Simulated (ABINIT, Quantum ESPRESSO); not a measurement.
An ABINIT input for a self-consistent single point of Cu3N (Pm-3m, 4 atoms in the cell) (DFT, PBE, plane waves, PAW (JTH v2.0 PBE PAW)):

```
# Cu3N, JTH v2.0 PBE PAW
pp_dirpath "./"
pseudos "Cu.GGA_PBE-JTH.xml, N.GGA_PBE-JTH.xml"
acell 3.7593510000 3.7593510000 3.7593510000 Angstrom
rprim
         1.0000000000    0.0000000000    0.0000000000
         0.0000000000    1.0000000000    0.0000000000
         0.0000000000    0.0000000000    1.0000000000
natom 4
ntypat 2
znucl 29 7
typat 1 1 1 2
xcart
         0.0000000000    0.0000000000    1.8796755000
         1.8796755000    0.0000000000    0.0000000000
         0.0000000000    1.8796755000    0.0000000000
         0.0000000000    0.0000000000    0.0000000000
      Angstrom
ecut 816 eV
pawecutdg 1633 eV
pawxcdev 0
occopt 7
tsmear 0.00999582
nband 40
kptopt 1
ngkpt 7 7 7
nshiftk 1
shiftk 0 0 0
nstep 100
tolvrs 1.0e-10
prtwf 0
prtden 0
enunit 2
```

### Question
Translate this input to Quantum ESPRESSO.

### Answer
One input that does it (others would too):

```fortran
&control
  calculation = 'scf'
  prefix = 'run'
  outdir = './out'
  pseudo_dir = './'
  verbosity = 'high'
  tprnfor = .true.
  tstress = .true.
/
&system
  ibrav = 1
  A = 3.7593510000
  nat = 4
  ntyp = 2
  ecutwfc = 75
  occupations = 'smearing'
  smearing = 'gauss'
  degauss = 0.019992
/
&electrons
  conv_thr = 1.0d-9
  mixing_beta = 0.5
/
ATOMIC_SPECIES
Cu    63.5460  Cu_ONCV_PBE-1.0.oncvpsp.upf
N     14.0070  N.oncvpsp.upf
ATOMIC_POSITIONS alat
Cu    0.0000000000    0.0000000000    0.5000000000
Cu    0.5000000000    0.0000000000    0.0000000000
Cu    0.0000000000    0.5000000000    0.0000000000
N     0.0000000000    0.0000000000    0.0000000000
K_POINTS automatic
7 7 7  0 0 0
```

Basis, cutoffs, solver keys and any potentials are the target program's own. This input uses DFT, PBE, plane waves, SSSP 1.1.2 precision (PBE) pseudopotentials. Both were run: pressure 6.83 GPa in ABINIT and 5.57 in Quantum ESPRESSO; gap on the mesh 0.908 eV in ABINIT and 0.945 in Quantum ESPRESSO.

On ABINIT: the starting cell comes from a database of computed structures (which also holds hypothetical and non-ambient phases and stackings), without a prior relaxation at this level. Its lattice was rescaled by a random factor within 2.5 % of one. For this run, on top of that: lattice scaled by 0.98. With a pressure of about 7 GPa the cell is away from its equilibrium volume at this level.

On Quantum ESPRESSO: the starting cell comes from a database of computed structures (which also holds hypothetical and non-ambient phases and stackings), without a prior relaxation at this level. Its lattice was rescaled by a random factor within 2.5 % of one. For this run, on top of that: lattice scaled by 0.98. With a pressure of about 6 GPa the cell is away from its equilibrium volume at this level.
